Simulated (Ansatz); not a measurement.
Quick settings and what they miss: Mn2B4W (Immm, 7 atoms in the cell)

Self-consistent single point.

```
CELL_PARAMETERS angstrom
     -1.47585     1.51139     6.28674
      1.47585    -1.51139     6.28674
      1.47585     1.51139    -6.28674
ATOMIC_POSITIONS crystal
  Mn 0.18637 0.18637 0.00000
  Mn 0.81363 0.81363 0.00000
  B  0.35199 0.35199 0.00000
  B  0.64801 0.64801 0.00000
  B  0.42756 0.92756 0.50000
  B  0.57244 0.07244 0.50000
  W  0.00000 0.50000 0.50000
```
Moments meant for the start (each program seeds them in its own way; μB, in the order of the atoms Mn Mn B B B B W): 4.0 4.0 0.0 0.0 0.0 0.0 0.0.

Level of theory: PBEsol, default PAW files made with PBE (plane waves; Ansatz, a program for electronic structure).

Base settings: basis.ecutwfc = 420 eV; kpoints.mp_grid.grid = 8 8 8; hamiltonian.xc = pbesol; hamiltonian.pseudopotentials = {kind: paw} (the program's default PAW files); magnetization.spin_polarized = true; scf.occupations.method = fermi_dirac; scf.occupations.width = 0.1 eV.

Tight run (finer mesh or higher cutoff; not a proven limit): basis.ecutwfc: 420 eV → 590 eV; kpoints.mp_grid.grid: 8 8 8 → 11 11 11; scf.convergence.dr2_threshold: default (1e-07 eV) → 1e-09 eV. It gave Fermi level (on the code's own zero) 20.24 eV; pressure 13.59 GPa; largest force (vector length) 0.274 eV/Å; size of the cell's spin moment 3.22 μB.

Quick runs, as changes from the base:
- A: the base itself
- B: basis.ecutwfc: 420 eV → 295 eV; kpoints.mp_grid.grid: 8 8 8 → 4 4 4
- C: basis.ecutwfc: 420 eV → 210 eV; kpoints.mp_grid.grid: 8 8 8 → 2 2 2; scf.occupations.width: 0.1 eV → 0.136 eV; kpoints.mp_grid.shift: default → 0.5 0.5 0.5; scf.convergence.dr2_threshold: default (1e-07 eV) → 0.0001 eV
- D: kpoints.mp_grid.grid: 8 8 8 → 4 4 4; hamiltonian.xc: pbesol → lda [LDA (PW92)]
- E: basis.ecutwfc: 420 eV → 335 eV; kpoints.mp_grid.grid: 8 8 8 → 2 2 2; kpoints.mp_grid.shift: default → 0.5 0.5 0.5; scf.convergence.dr2_threshold: default (1e-07 eV) → 0.001 eV
- F: basis.ecutwfc: 420 eV → 335 eV; kpoints.mp_grid.grid: 8 8 8 → 6 6 6; scf.occupations.method: fermi_dirac → methfessel_paxton; scf.occupations.width: 0.1 eV → 0.272 eV; scf.convergence.dr2_threshold: default (1e-07 eV) → 0.0001 eV

Energies are extrapolated to zero smearing width, which holds to low order in the width alone.

Dashes: energy of D, another energy zero.

† marks runs with another functional, U, potentials or spin treatment: their distance from the tight run is not a convergence error alone.

The count of work is k-points × plane waves × bands × iterations; it is no time. 

Pressures in the table are Ansatz's without its Pulay estimate, at a fixed set of plane waves; the tight run's value above holds the estimate.

The starting cell comes from a database of computed structures (which also holds hypothetical and non-ambient phases and stackings), without a prior relaxation at this level. Its lattice was rescaled by a random factor within 2.5 % of one. The magnetic order is the one reached from the typed start; others were not searched systematically. In the base run, with a pressure of about 14 GPa the cell is away from its equilibrium volume at this level.

| run | energy less tight (meV/atom) | pressure less tight (GPa) | largest miss in a force vector (eV/Å) | size of the net moment less tight (μB/atom) | count of work / tight |
|---|---|---|---|---|---|
| A | 1.5 | -0.22 | 0.003 | 0.00 | 0.22 |
| B | 128.1 | -16.88 | 0.095 | -0.02 | 0.025 |
| C | 2774.8 | -239.94 | 0.927 | -0.08 | 0.0034 |
| D† | – | -9.02 | 0.171 | -0.06 | 0.041 |
| E | 143.8 | 0.51 | 0.762 | 0.02 | 0.0050 |
| F | 25.4 | -3.75 | 0.053 | 0.00 | 0.090 |

Among the runs at the tight run's level, the energy misses run from 1.5 to 2774.8 meV/atom.

Keys are those of Ansatz 0.2.
